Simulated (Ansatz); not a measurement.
Structures of equal composition on the (110) surface of bcc Nb: a layer of Rh in place of the second plane; a layer of Rh in place of the third plane. The slabs share one bottom face, and each structure is named by its start. These are constructed structures in small cells; real faces may alloy, dewet or reconstruct in larger ones, and not all known structures of the face are among them. Slabs of about 12 Å with all that they carry, Fermi-Dirac smearing of 0.1 eV. Bottom of the slabs: a bare face, its two planes held. Relaxed from the named starts with such symmetry as they have, on meshes of like density; energies extrapolated to zero smearing; no spin-orbit coupling, no U. Spin-polarised runs, if any, are marked in brackets, and their order is one that fits the cell; the others ran without spin.

All values below come from PBE (plane waves to 420 eV, PAW; Ansatz, an electronic-structure program).

Rank these by energy per 1x1 cell (lowest first), as PBE gives it.

a layer of Rh in place of the third plane (0.000 eV), a layer of Rh in place of the second plane (0.314 eV)
